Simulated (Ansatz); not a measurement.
An Ansatz (an electronic-structure program) run: CdTe with a change (tensor shear ε_xy = +0.86 %); DFT with PBEsol, PAW potentials and a 420 eV plane-wave cutoff in Ansatz, no SOC.

Input:

Ansatz 0.2 input:
```yaml
crystal:
  lattice:
    - [0.027901453, 3.244355005, 3.244355005]
    - [3.244355005, 0.027901453, 3.244355005]
    - [3.272256458, 3.272256458, 0]
  atoms:
    - { symbol: Cd, position: [0, 0, 0] }
    - { symbol: Te, position: [0.25, 0.25, 0.25] }
basis: { ecutwfc: 420, ecutrho_ratio: 4, xc_grid: 2, fft_grid_basis: typed }
kpoints: { mp_grid: { grid: [9, 9, 9] } }
hamiltonian:
  xc: pbesol
  dispersion: none
  pseudopotentials: { kind: paw }
scf: { occupations: { method: fermi_dirac, width: 0.05 }, convergence: { dr2_threshold: 0.0000000002 } }
relax: { f_tol: 0.005, max_steps: 50 }
output: { forces: true, stress: true }
checkpoint: { write: state.ck, write_every: 1000 }
```

Output (explanatory and most iteration lines left out):

```
Relaxation: its limit of steps is 50 (relax.max_steps)
Pseudopotential: Cd, paw, valence charge 20
Pseudopotential: Te, paw, valence charge 16
Crystal: 2 atoms, lattice volume = 68.294 Å³
Basis set: ecut = 420 eV, 1355 PW (Γ), exchange–correlation on 64×64×64 points (8 copies of the dense FFT grid, shifted against one another)
Bands: 22, of which v1, the nominal top of the filled ones, is band 18 counted from 1 (17 counted from 0)
Symmetry: 4 space group operations
Space group: Imm2 (ITA 44), of the structure as read, at distance tolerance 4.1e-5 Å
k-points: 125 of 729 (time reversal used)
Functional: x = pbesol(κ = 0.804, μ = 0.12345679012345678), c = pbesol(β = 0.046)
SCF iter   1: F=—  HF=-15086.345472 eV  |F-HF|=—  |Δ(HF+E_count)|=         —  Δρ=3.90e-3  dr2=1.37e-2  ethr=1.77e-3  ⟨swp⟩=6.0  Hψ=13060  notcnv=0
SCF iter   2: F=—  HF=-15086.341111 eV  |F-HF|=—  |Δ(HF+E_count)|=   4.36e-3  Δρ=9.04e-4  dr2=3.10e-4  ethr=3.81e-5  ⟨swp⟩=2.0  Hψ=5375  notcnv=0
SCF 1 converged in 9 iterations: F = -15086.341396 eV  dr2 = 1.02e-11
relax step   1: F+E_penalty+E_count = -15086.34139560 eV  Δ(F+E_penalty+E_count) = +0.000e0 eV  max|allowed force component| = 9.878e-2 eV/Å  Δτ_max = 0.0000 Å  (9 SCF iters, accepted)
Crystal: 2 atoms, lattice volume = 68.294 Å³
SCF iter   1: F=—  HF=-15086.342374 eV  |F-HF|=—  |Δ(HF+E_count)|=         —  Δρ=9.27e-4  dr2=4.04e-4  ethr=1.09e-6  ⟨swp⟩=2.2  Hψ=10256  notcnv=0
SCF iter   2: F=—  HF=-15086.342260 eV  |F-HF|=—  |Δ(HF+E_count)|=   1.14e-4  Δρ=3.40e-4  dr2=4.21e-5  ethr=1.09e-6  ⟨swp⟩=2.1  Hψ=4239  notcnv=0
SCF 2 converged in 7 iterations: F = -15086.342258 eV  dr2 = 5.70e-11
relax step   2: F+E_penalty+E_count = -15086.34225753 eV  Δ(F+E_penalty+E_count) = -8.619e-4 eV  max|allowed force component| = 4.682e-2 eV/Å  Δτ_max = 0.0166 Å  (7 SCF iters, accepted)
Crystal: 2 atoms, lattice volume = 68.294 Å³
SCF iter   1: F=—  HF=-15086.342513 eV  |F-HF|=—  |Δ(HF+E_count)|=         —  Δρ=2.98e-4  dr2=4.19e-5  ethr=1.16e-6  ⟨swp⟩=3.0  Hψ=7086  notcnv=0
SCF iter   2: F=—  HF=-15086.342502 eV  |F-HF|=—  |Δ(HF+E_count)|=   1.09e-5  Δρ=1.10e-4  dr2=4.39e-6  ethr=1.16e-7  ⟨swp⟩=2.0  Hψ=5177  notcnv=0
SCF 3 converged in 6 iterations: F = -15086.342508 eV  dr2 = 1.53e-10
relax step   3: F+E_penalty+E_count = -15086.34250796 eV  Δ(F+E_penalty+E_count) = -2.504e-4 eV  max|allowed force component| = 3.568e-5 eV/Å  Δτ_max = 0.0053 Å  (6 SCF iters, accepted)
SCF converged after 6 iterations
Free energy (F): -15086.342508 eV
Internal energy: -15086.342499 eV  (E = F + TS)
E sigma→0 (E₀):  -15086.342504 eV
Entropy (-TS):   -0.000009 eV (-0.004 meV/atom)
Fermi energy:    7.642785 eV
--- Forces (eV/Å), atoms counted from 1 ---
  atom   1  Cd    -0.00000000    -0.00000000    -0.00003593
  atom   2  Te     0.00000000     0.00000000     0.00003542
--- Stress (GPa, compression-positive) ---
        0.009036      -0.341300      -0.000000
       -0.341300       0.009036      -0.000000
       -0.000000      -0.000000       0.006623
  P = ⅓ Tr σ = 0.0082 GPa (0.082 kbar)
--- Relaxed structure (3 steps of the walk, 3 accepted, 0 SCFs on fresh bases) ---
  atoms:
    - { symbol: Cd, position: [0.00173669009411249, 0.0017366900941124905, -0.0017366900941124903] }
    - { symbol: Te, position: [0.24826330990588746, 0.24826330990588746, 0.25173669009411254] }
```

With Te present, leaving out spin-orbit coupling can change the band edges. The cells carry an imposed strain or load. Whether these cells are dynamically stable was not tested. The cell was made from CdTe in the zinc blende structure (space group F-43m, No. 216) by this change: tensor shear ε_xy = +0.86 %.
